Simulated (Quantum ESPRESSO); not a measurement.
Quick settings and what they miss: CaMg (Pm-3m, 2 atoms in the cell)

Self-consistent single point.

```xyz
2
Lattice="4.0038 0.0000 0.0000 0.0000 4.0038 0.0000 0.0000 0.0000 4.0038" Properties=species:S:1:pos:R:3 pbc="T T T"
Ca     0.0000     0.0000     0.0000
Mg     2.0019     2.0019     2.0019
```

Computed with PBEsol, SSSP 1.1.2 efficiency (PBE) pseudopotentials (plane waves; Quantum ESPRESSO).

Base settings: ecutwfc = 40 Ry; ecutrho = 320 Ry; occupations = smearing; smearing = fd; degauss = 0.0073499 Ry; input_dft = pbesol; potentials = {Ca: Ca_pbe_v1.uspp.F.UPF, Mg: Mg.pbe-n-kjpaw_psl.0.3.0.UPF}; K_POINTS = automatic 6 6 6 0 0 0; conv_thr = 1e-08 Ry.

Tight run (finer mesh or higher cutoff; not a proven limit): ecutwfc: 40 Ry → 56 Ry; ecutrho: 320 Ry → 448 Ry; conv_thr: 1e-08 Ry → 7.3e-11 Ry; K_POINTS: automatic 6 6 6 0 0 0 → automatic 9 9 9 0 0 0. It gave Fermi level (on the code's own zero) 4.37 eV; pressure -1.38 GPa.

Quick runs, as changes from the base:
- A: the base itself
- B: conv_thr: 1e-08 Ry → 7.3e-06 Ry; K_POINTS: automatic 6 6 6 0 0 0 → automatic 4 4 4 0 0 0
- C: ecutwfc: 40 Ry → 28 Ry; ecutrho: 320 Ry → 224 Ry; K_POINTS: automatic 6 6 6 0 0 0 → automatic 8 8 8 0 0 0
- D: ecutwfc: 40 Ry → 32 Ry; ecutrho: 320 Ry → 256 Ry; smearing: fd → gauss; degauss: 0.0073499 Ry → 0.036749 Ry
- E: ecutwfc: 40 Ry → 20 Ry; ecutrho: 320 Ry → 160 Ry; K_POINTS: automatic 6 6 6 0 0 0 → automatic 2 2 2 1 1 1
- F: ecutwfc: 40 Ry → 20 Ry; ecutrho: 320 Ry → 100 Ry; degauss: 0.0073499 Ry → 0.0099958 Ry; input_dft: pbesol → default; pseudopotentials: {Ca: Ca_pbe_v1.uspp.F.UPF, Mg: Mg.pbe-n-kjpaw_psl.0.3.0.UPF} → {Ca: ca_lda_v1.uspp.F.UPF, Mg: mg_lda_v1.4.uspp.F.UPF}; K_POINTS: automatic 6 6 6 0 0 0 → automatic 4 4 4 0 0 0 [LDA (PZ)]

Energies are extrapolated to zero smearing width, which holds to low order in the width alone (under cold and Methfessel-Paxton smearing the free energy itself is taken).

Dashes: energy of F, another energy zero.

† marks runs with another functional, U, potentials or spin treatment: their distance from the tight run is not a convergence error alone.

The count of work is k-points × plane waves × bands × iterations; it is no time. 

The starting cell comes from a database of computed structures (which also holds hypothetical and non-ambient phases and stackings), without a prior relaxation at this level. Its lattice was rescaled by a random factor within 2.5 % of one.

| run | energy less tight (meV/atom) | pressure less tight (GPa) | count of work / tight |
|---|---|---|---|
| A | 6.9 | 0.09 | 0.30 |
| B | 46.6 | 0.09 | 0.099 |
| C | 9.0 | -0.02 | 0.31 |
| D | 3.0 | 0.08 | 0.22 |
| E | 751.8 | -1.95 | 0.0061 |
| F† | – | -73.47 | 0.10 |

Among the runs at the tight run's level, the energy misses run from 3.0 to 751.8 meV/atom.
